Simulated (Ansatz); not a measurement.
The structure below was relaxed with PBEsol in Ansatz (plane waves to 420 eV, PAW, no SOC).

```
Mg2Ti
1.0
    0.00000     3.91256     3.91256
    3.91256     0.00000     3.91256
    3.91256     3.91256     0.00000
Ti Mg
2 4
Cartesian
  0.00000   0.00000   0.00000
  1.95628   1.95628   1.95628
  4.89070   4.89070   4.89070
  4.89070   2.93442   2.93442
  2.93442   2.93442   4.89070
  2.93442   4.89070   2.93442
```

Q: Find the space group and the Wyckoff positions.

A: Space group Fd-3m, origin choice 1 (No. 227); a = 7.8251 Å, b = 7.8251 Å, c = 7.8251 Å, α = 90.00°, β = 90.00°, γ = 90.00°

```csv
atom,site,symmetry,x,y,z
Ti,8b,-43m,0.5000,0.5000,0.5000
Mg,16c,.-3m,0.1250,0.1250,0.1250
```

Q: Describe the coordination.

A: The crystal has 24 atoms in its conventional cell. Lattice parameters: a = b = c = 7.8251 Å, α = β = γ = 90.00°. Ti has 12 Mg at 3.244 Å and 4 Ti at 3.388 Å. Mg is surrounded by 6 Mg at 2.767 Å and 6 Ti at 3.244 Å. (Neighbours: up to the widest gap in distance over summed covalent radii, below 1.35, at either atom.)

No phonon test of stability was made. The final runs are not spin-polarised. The cell was made from Mg2Sn by this change: Sn → Ti; the result is a hypothetical phase, not in the database extracts checked. Mg2Ti has a high density of states at the Fermi level and may be magnetic at this level.

Ansatz is an electronic-structure program.
